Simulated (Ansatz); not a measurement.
The parent structure is ZrSe2 in the fluorite structure (space group Fm-3m, No. 225; a hypothetical phase, not in the database extracts checked).

```
ZrSe2
1.0
    0.00000     3.25375     3.25375
    3.25375     0.00000     3.25375
    3.25375     3.25375     0.00000
Zr Se
1 2
Direct
  0.00000   0.00000   0.00000
  0.25000   0.25000   0.25000
  0.75000   0.75000   0.75000
```

All numbers come from PBEsol, PAW, 420 eV (Ansatz, a first-principles code; no SOC).

Before the change:

| Item | Value |
|---|---|
| Pressure | 0.0 GPa |
| Band gap | zero |

Modification: every lattice vector is stretched by 3.86 %, atoms relaxed at fixed cell.

How does this affect the pressure?

The pressure goes from zero to -8.3 GPa.

Predict the new energy relative to the base.

The energy rises by 78 meV/atom.

How does this affect the band gap?

The band gap stays zero.

The cells carry an imposed strain or load. No phonon test of stability was made. The final runs are not spin-polarised. A zero or small gap of ZrSe2 can be the functional's error rather than a property of the material.
